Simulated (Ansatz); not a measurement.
```xyz
16
Lattice="0.0003 -4.7388 -4.3200 -0.0003 4.7388 -4.3200 5.4767 -0.0003 4.3200" Properties=species:S:1:pos:R:3 pbc="T T T"
Ru     1.3687    -0.7876    -3.2405
Ru     5.4771     1.5863     1.0821
Ru     5.4774    -3.1524     1.0779
Os     4.1075    -0.8011     1.0751
Os     2.7385     1.5737    -3.2391
Os     2.7388    -3.1651    -3.2409
Ru     1.3684     3.9511    -3.2395
Os     4.1075    -0.8011    -3.2351
Ru     2.7358    -1.5789    -1.0800
Os     1.3675     0.7950    -1.0800
Os     1.3644     0.7928    -5.4000
Ru     0.0015     3.1680    -5.4000
Os     4.1104     0.7814    -1.0800
Ru     4.1112    -3.9582    -1.0800
Ru     2.7347     3.1618    -1.0800
Os     0.0045    -1.5685    -5.4000
```

The mixing enthalpy is taken against the end members in the hexagonal close-packed type, relaxed in the same cell and mesh.

Level of theory: PBE (plane waves to 420 eV, PAW; Ansatz, an electronic-structure program). Scalar-relativistic, without spin–orbit coupling; the runs are not spin-polarised. Its k-point mesh 6×6×6, Fermi–Dirac width 0.05 eV.

### Question
Give the composition and order of this alloy cell, and its volume, bond lengths and mixing enthalpy.

### Answer
A 16-atom cell of (Ru,Os) started in the hexagonal close-packed structure, site fractions Ru 0.500, Os 0.500, short-range order -0.21 among the nearest mixed sites of the first mixed sublattice (0 is random, a negative value favours unlike neighbours), space group Cm at the end.
```
Item                                                                                                    Value
----------------------------------------------------------  -------------------------------------------------
volume per atom                                                                                      14.01 Å³
Os–Ru bonds (within 1.22 times the sum of covalent radii)        2.709 Å on average, from 2.670 to 2.754 (58)
Ru–Ru bonds (within 1.22 times the sum of covalent radii)        2.704 Å on average, from 2.674 to 2.748 (19)
Os–Os bonds (within 1.22 times the sum of covalent radii)        2.702 Å on average, from 2.669 to 2.743 (19)
mixing enthalpy per site of the mixed sublattice                                                      -12 meV
departure of the mean lattice parameter from Vegard's line  under 0.15 %, inside the noise of the relaxations
```
